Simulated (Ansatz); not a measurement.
System: AlB2-type TiB2. Method: PBE-D3(BJ) (Ansatz, an electronic-structure program, plane waves, PAW).

Settings: plane-wave cutoff 500 eV, 18×18×12 k mesh (along the axes of the cell as run), Fermi–Dirac smearing 0.05 eV, no spin polarisation, scalar-relativistic PAW data made under PBE.

Computed at the level's own relaxed cell.

Problem. Estimate the volume per atom, lattice constant a and c axis length that the calculation returns.

Solution. 
- volume per atom = 8.29 Å³/atom
- lattice constant a = 3.004 Å
- c axis length = 3.181 Å

Measured, for comparison: lattice constant a 3.029 Å, lattice parameter c 3.229 Å (293 K, not corrected to a static lattice; as tabulated in R. G. Munro, J. Res. NIST 105, 709 (2000), Material Properties of Titanium …). Computed (rounded) less measured: lattice constant a -0.8 %, lattice parameter c -1.5 %. A static lattice is as a rule a little smaller and stiffer than an uncorrected measurement, which narrows the difference in the lattice constant a, lattice parameter c and would widen misses of the other sign.

The computed numbers hold no vibrational or temperature effects.

The result took very roughly 40 core-seconds.
